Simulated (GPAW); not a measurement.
Band structure of SbPt (P6_3/mmc, 4 atoms in the cell).

```
CELL_PARAMETERS angstrom
      4.10768     0.00000     0.00000
     -2.05384     3.55735     0.00000
      0.00000     0.00000     5.44670
ATOMIC_POSITIONS crystal
  Sb 0.66667 0.33333 0.75000
  Sb 0.33333 0.66667 0.25000
  Pt 0.00000 0.00000 0.50000
  Pt 0.00000 0.00000 0.00000
```

Method: LDA (Perdew-Wang 92), GPAW PAW datasets LDA (gpaw-data 1.0.1) (plane waves; GPAW).

Settings: mode = pw; ecut = 600 eV; xc = LDA; kpts = 8 8 5; mesh shift (steps) = 0 0 0; occupations.name = fermi-dirac; occupations.width = 0.1 eV; nbands = -10; convergence.forces = 0.001 eV/Å; symmetry.symmorphic = false; symmetry.tolerance = 0.0005; maxiter = 100; bandpath_npoints = 40.

The starting cell comes from a database of computed structures (which also holds hypothetical and non-ambient phases and stackings), without a prior relaxation at this level. Its lattice was rescaled by a random factor within 2.5 % of one. Spin-orbit coupling is off. Spin polarisation is off.

Levels in eV from the Fermi level, bands 28 to 35:
```json
[
 {"point": "Γ", "28": "-2.22", "29": "-0.09", "30": "-0.09", "31": "0.76", "32": "2.33", "33": "2.42", "34": "3.68", "35": "3.68"},
 {"point": "M", "28": "-2.99", "29": "-2.75", "30": "-2.38", "31": "-2.19", "32": "-0.61", "33": "1.96", "34": "4.35", "35": "4.40"},
 {"point": "K", "28": "-2.31", "29": "-2.30", "30": "-2.30", "31": "-0.57", "32": "-0.57", "33": "0.75", "34": "0.75", "35": "2.93"},
 {"point": "A", "28": "-3.73", "29": "-1.21", "30": "-1.21", "31": "2.39", "32": "2.39", "33": "2.39", "34": "2.39", "35": "5.34"},
 {"point": "L", "28": "-3.30", "29": "-3.15", "30": "-3.15", "31": "0.37", "32": "0.37", "33": "1.80", "34": "1.80", "35": "4.00"},
 {"point": "H", "28": "-3.56", "29": "-2.21", "30": "-2.21", "31": "-1.81", "32": "-1.81", "33": "4.29", "34": "4.29", "35": "5.77"}
]
```

Bands cross the Fermi level along this path, so the cell is metallic at this level.
